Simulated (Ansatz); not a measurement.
Consider HfO2 in the CdI2 type structure (space group P-3m1, No. 164; a hypothetical phase, not in the database extracts checked; layered, stacked along the Cartesian z axis).

```xyz
3
Lattice="3.2088 0.0000 0.0000 -1.6044 2.7789 0.0000 0.0000 0.0000 4.5149" Properties=species:S:1:pos:R:3 pbc="T T T"
Hf     0.0000     0.0000     0.0000
O      0.0000     1.8526     0.9661
O      1.6044     0.9263     3.5488
```

Levels (all Ansatz, a program for electronic structure, PAW, earlier PAW set): PBEsol-D3(BJ) (420 eV, no spin-orbit coupling); HSE06 (420 eV, spin-orbit coupling left out).

Its gap is 4.40 eV with PBEsol-D3(BJ) and 6.10 eV with HSE06.

Perturbation: Ti takes the place of Hf on all its sites, then cell and atoms are relaxed.

With PBEsol-D3(BJ) the gap becomes 2.54 eV.

Question: If the HSE06 correction stayed the same, what would the HSE06 gap be, and what does the HSE06 run give?

Answer: A rigid correction of +1.70 eV gives 4.24 eV. The HSE06 run gives 4.13 eV, so the correction itself changes by -0.11 eV.

Single points use the geometry relaxed with PBEsol-D3(BJ). The hybrid gap comes from the SCF mesh plus the semilocal run's edge points and a few special points and is an upper bound. Spin-orbit coupling, missing from the scalar runs, can matter with Hf. Whether these cells are dynamically stable was not tested. As relaxed here, TiO2 is a hypothetical phase, not in the database extracts checked. All final runs are without spin polarisation.
